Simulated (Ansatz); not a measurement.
**Hypothetical Fm-3m BeBr2: pressure series**

Base system: BeBr$_{2}$ (space group Fm-3m, No. 225; a hypothetical phase, not in the database extracts checked).

```
CELL_PARAMETERS angstrom
      0.00000     3.19646     3.19646
      3.19646     0.00000     3.19646
      3.19646     3.19646     0.00000
ATOMIC_POSITIONS crystal
  Be 0.00000 0.00000 0.00000
  Br 0.25000 0.25000 0.25000
  Br 0.75000 0.75000 0.75000
```

Cell and atoms are relaxed at each pressure.

All numbers come from PBEsol/PAW in Ansatz (a quantum-chemistry and plane-wave program), scalar-relativistic without spin-orbit coupling.

Two rows of this table had their results exchanged by mistake.

```csv
pressure,volume per atom (Å³),shortest distance (Å),band gap
pressure −2 GPa,22.68,2.806,0.22 eV
pressure −1 GPa,22.20,2.786,0.26 eV
pressure 1.8 GPa,21.11,2.740,0.37 eV
pressure 4.2 GPa,20.35,2.707,0.45 eV
pressure 9 GPa,19.19,2.654,0.29 eV
pressure 18 GPa,13.55,2.363,zero
pressure 30 GPa,16.05,2.501,zero
pressure 45 GPa,14.63,2.425,zero
pressure 60 GPa,17.60,2.579,zero
```

Task: Which two?

Result: The rows for pressure 18 GPa and pressure 60 GPa: the volume has to fall steadily with pressure, so 17.60 Å³ belongs to pressure 18 GPa and 13.55 Å³ to pressure 60 GPa.

The mesh was chosen for an insulator and is coarse for the gapless case. Load acts through the strain it causes; cell and atoms are relaxed under it. Stability against distortions was not tested. No other phases were tried under pressure. All final runs are without spin polarisation. The zero or small gap of BeBr2 can change with the level of theory.
